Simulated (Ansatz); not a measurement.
Take BP in the zinc blende structure (space group F-43m, No. 216) as the base.

```xyz
2
Lattice="0.0000 2.2682 2.2682 2.2682 0.0000 2.2682 2.2682 2.2682 0.0000" Properties=species:S:1:pos:R:3 pbc="T T T"
P      3.4023     3.4023     3.4023
B      0.0000     0.0000     0.0000
```

Cartesian axes are those of the cell as printed.

Calculations: r2SCAN (Ansatz, a first-principles code), spin-orbit coupling left out, earlier PAW set.

Modification: the cell is stretched by 5.50 % along x with no lateral relaxation; the atoms relax in the strained cell.

Q: Predict the stress tensor and what it implies for the stiffness.

A: Stress of the strained cell less that of the base (GPa, compression positive):
```
 -18.64    0.00    0.00
   0.00   -2.97    0.00
   0.00    0.00   -2.97
```

Then −Δσ_ii/ε with ε = 0.0550 gives secant stiffness values (nonlinear terms included at this strain): C11 ≈ 339 GPa, C12 ≈ 54 GPa and C13 ≈ 54 GPa.

As a check, the harmonic strain energy −½ V₀ Δσ:ε is 37 meV/atom; the computed energy rise is 38 meV/atom.

Stability against distortions was not tested.
